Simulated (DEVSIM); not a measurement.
Structure: CdS/CdTe n-p heterojunction, at 300 K.

| layer (left to right) | material | thickness (μm) | Nd (cm⁻³) | Na (cm⁻³) | τn (s) | τp (s) |
|---|---|---|---|---|---|---|
| 1 | CdS | 0.730 | 1.1e18 | - | 3.2e-10 | 3.2e-10 |
| 2 | CdTe | 0.210 | - | 2.6e17 | 3.2e-10 | 3.2e-10 |

Left contact: ohmic. Right contact: ohmic. Voltage is applied to the left contact. Recombination: SRH at mid-gap. Mobility is μmin + (μ − μmin)/(1 + (N/Nref)^α).

This is a model device: material constants are rounded textbook-type values typed into the input, and sizes, dopings and lifetimes were drawn at random. Values at 300 K. The table also holds parameters that only a changed run uses.

```csv
parameter,CdS,CdTe
gap (eV),2.4,1.5
affinity (eV),4.3,4.28
permittivity,9,10.2
Nc (cm⁻³),2.2e18,8e17
Nv (cm⁻³),1.8e19,1.8e19
μn (cm²/Vs),300,1000
μp (cm²/Vs),25,80
"μn,min",30,100
"μp,min",3,10
"Nref,n",1e17,1e17
"Nref,p",1e17,1e17
αn,0.6,0.6
αp,0.6,0.6
Cn (cm⁶/s),1e-30,1e-30
Cp (cm⁶/s),1e-30,1e-30
```

Model (solved in DEVSIM): 1D drift-diffusion, Boltzmann statistics, complete ionisation; no tunnelling, impact ionisation, image-force lowering or self-heating. Band offsets follow the typed affinities; no thermionic-emission limit at abrupt steps, no polarisation charge.

Base results: dark forward voltage at 1 A/cm² (V) 1.090; largest field in the device at zero bias (V/cm) 350000; potential step across the device at zero bias (V) 1.353; dark forward voltage at 100 A/cm² (V) 1.219.

**Question.** What follows from this one change: minority lifetime in layer 2 3.2e-10 → 9.6e-12 s?

**Answer.** dark forward voltage at 1 A/cm² 1.090 → 1.044 V; largest field in the device at zero bias little changed (350000 V/cm); potential step across the device at zero bias little changed (1.353 V); dark forward voltage at 100 A/cm² 1.219 → 1.198 V.

**Question.** What follows from this one change: doping Na of layer 2 2.6e+17 → 7.8e+17 cm^-3?

**Answer.** dark forward voltage at 1 A/cm² 1.090 → 1.132 V; largest field in the device at zero bias 350000 → 510000 V/cm; potential step across the device at zero bias 1.353 → 1.381 V; dark forward voltage at 100 A/cm² 1.219 → 1.257 V.

**Question.** What follows from this one change: constant mobility in place of the doping-dependent one?

**Answer.** dark forward voltage at 1 A/cm² 1.090 → 1.071 V; largest field in the device at zero bias little changed (350000 V/cm); potential step across the device at zero bias little changed (1.353 V); dark forward voltage at 100 A/cm² 1.219 → 1.197 V.
